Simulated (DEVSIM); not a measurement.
Device: Si/Ge n-p heterojunction, at 300 K.

Layer 1 from the left is Si, thickness (μm) 0.0780, Nd (cm⁻³) 2.5e17, τn (s) 3.3e-7, τp (s) 3.3e-7. Layer 2 from the left is Ge, thickness (μm) 0.670, Na (cm⁻³) 2.8e17, τn (s) 3.3e-7, τp (s) 3.3e-7.

Left contact: ohmic. Right contact: ohmic. Voltage is applied to the left contact. Recombination: SRH at mid-gap, radiative, Auger. Mobility is constant in doping.

The device is made up for the run: typed textbook-type constants, with dimensions and the other settings drawn at random. Values at 300 K.

Si: gap (eV) 1.124, affinity (eV) 4.05, permittivity 11.7, Nc (cm⁻³) 2.86e19, Nv (cm⁻³) 3.1e19, μn (cm²/Vs) 1417, μp (cm²/Vs) 470, B (cm³/s) 4.7e-15, Cn (cm⁶/s) 2.8e-31, Cp (cm⁶/s) 9.9e-32. Ge: gap (eV) 0.664, affinity (eV) 4, permittivity 16, Nc (cm⁻³) 1.04e19, Nv (cm⁻³) 6e18, μn (cm²/Vs) 3900, μp (cm²/Vs) 1900, B (cm³/s) 6.4e-14, Cn (cm⁶/s) 1e-31, Cp (cm⁶/s) 1e-31.

DEVSIM, 1D drift-diffusion, Boltzmann statistics, complete ionisation; no tunnelling, impact ionisation, image-force lowering or self-heating. Band offsets follow the typed affinities; no thermionic-emission limit at abrupt steps, no polarisation charge.

What does the simulation give for the potential step across the device at zero bias, the dark forward voltage at 1 A/cm²?

potential step across the device at zero bias 0.412 V; dark forward voltage at 1 A/cm² 0.203 V.
